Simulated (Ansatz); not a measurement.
Take C in the diamond structure (space group Fd-3m, No. 227; a = 3.560 Å) as the base. Axes: x, y, z lie along the cube axes.

All numbers come from r2SCAN (Ansatz, a first-principles code), scalar-relativistic without spin-orbit coupling.

Base values:

```
Item                                         Value
-----------------------------  -------------------
Valence-band top at Γ          0.00, 0.00, 0.00 eV
Shortest interatomic distance              1.542 Å
Band gap                                   4.36 eV
```

Perturbation: biaxial strain −1.25 %, plane normal [111], relaxed out of plane (Cartesian); in-plane vectors clamped, the third vector and the atoms free.

Problem. Estimate the effect on the valence-band top at Γ, shortest interatomic distance and band gap.

Solution. The valence-band top at Γ (three highest levels, from the VBM) changes from 0.00, 0.00, 0.00 eV to 0.00, 0.00, -0.05 eV; the shortest interatomic distance decreases by 0.017 Å, from 1.542 Å to 1.525 Å; the band gap grows by 0.035 eV (4.36 eV → 4.40 eV).

Whether these cells are dynamically stable was not tested.
